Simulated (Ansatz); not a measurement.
The parent structure is MgSe in the rock salt structure (space group Fm-3m, No. 225; a = 5.4498 Å).

One thing is altered: hydrostatic tension (pressure −2 GPa).

Levels (all Ansatz, a quantum-chemistry and plane-wave program, PAW): PBEsol (420 eV, no spin-orbit coupling); PBEsol+SOC (420 eV, with spin-orbit coupling).

The geometry is relaxed with PBEsol.

| Property | Result |
|---|---|
| PBEsol band gap | 1.72 eV |
| PBEsol electron mass | 0.48 mₑ along k, 0.23 mₑ across (at X) |
| PBEsol gap character | indirect, Γ → X |
| PBEsol valence-band top at Γ | 0.00, 0.00, 0.00 eV |

With PBEsol+SOC at the same geometry, the band gap falls by 0.138 eV to 1.59 eV; the electron mass remains 0.48 mₑ along k, 0.23 mₑ across (at X); the gap character remains indirect, Γ → X; the valence-band top at Γ (three highest Kramers pairs, from the VBM) goes from 0.00, 0.00, 0.00 eV to 0.00, 0.00, -0.42 eV. The threefold valence maximum splits by Δso ≈ 0.42 eV.

Single points use the geometry relaxed with PBEsol. Differences between runs with and without spin-orbit coupling are approximate. Load acts through the strain it causes; cell and atoms are relaxed under it. Effective masses come from finite differences of ±0.01 Å⁻¹. Along k means along the line from Γ to the band edge. Whether these cells are dynamically stable was not tested.
